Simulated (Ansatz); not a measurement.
We consider MgAu (Pm-3m, No. 221, 2 atoms in the cell; start mp-437), described by LDA (Ansatz, a program for electronic structure, plane waves, PAW).

Run with plane-wave cutoff 520 eV, 16×16×16 k mesh, Fermi–Dirac smearing 0.05 eV, scalar-relativistic PAW data made under PBE.

Cell (relaxed at this level):

```
AuMg
1.0
    3.21892     0.00000     0.00000
    0.00000     3.21892     0.00000
    0.00000     0.00000     3.21892
Mg Au
1 1
Cartesian
  1.60946   1.60946   1.60946
  0.00000   0.00000   0.00000
```

Give the computed bulk modulus.


* **bulk modulus**: 103 GPa

The run finds no gap.

Note: the bulk modulus is −V dP/dV from two relaxed cells at ±2 % in volume; the relaxation could not lower the start's symmetry, so the cell can be a saddle point above a distorted one.

Spin–orbit coupling is not included; it can shift volumes and moduli of such heavy elements.

Static lattice: no zero-point or thermal effects.

It cost very roughly 40 core-seconds of CPU time.

A start named mp-… is a Materials Project structure, which need not be a measured phase.
